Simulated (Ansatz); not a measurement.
Start from Ca in the fcc (Cu type) structure (space group Fm-3m, No. 225; a = 5.4558 Å; relaxed with 0.1 eV smearing).

Method: PBEsol, PAW, 420 eV (Ansatz, a program for electronic structure; without spin-orbit coupling).

Base values:

| Property | Value |
|---|---|
| Pressure | 0.0 GPa |
| Band gap | zero |

The change: every lattice vector is stretched by 1.00 %, atoms relaxed at fixed cell.

### Question
Predict the new pressure.

### Answer
The pressure goes from zero to -0.5 GPa.

### Question
Estimate the effect on the energy relative to the base.

### Answer
The energy grows by 2.0 meV/atom.

### Question
Estimate the effect on the band gap.

### Answer
The band gap stays zero.

The cells carry an imposed strain or load. Whether these cells are dynamically stable was not tested.
